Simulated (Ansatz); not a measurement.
Base system: SrHfO3 in the cubic perovskite structure (space group Pm-3m, No. 221; a = 4.1063 Å).

One thing is altered: cell and atoms relaxed at a pressure of 1.5 GPa.

Levels (all Ansatz, a first-principles code, PAW, earlier PAW set): PBEsol (420 eV, spin-orbit coupling left out); HSE06 (420 eV, no SOC); PBEsol+SOC (600 eV, with spin-orbit coupling).

At the geometry relaxed with PBEsol, these levels gave the following band gaps, in shuffled order: (a) 3.74 eV, (b) 5.40 eV, (c) 3.66 eV.

Question: Match each gap to its level.

Answer: (a) PBEsol; (b) HSE06; (c) PBEsol+SOC.

Single points use the geometry relaxed with PBEsol. HSE06 gaps are upper bounds (no full band path). The spin-orbit shifts are approximate. Spin-orbit coupling, missing from the scalar runs, can matter with Hf. Load acts through the strain it causes; cell and atoms are relaxed under it. Stability against distortions was not tested. Many cubic perovskites are stable only at high temperature; tilts and polar distortions were not tested.
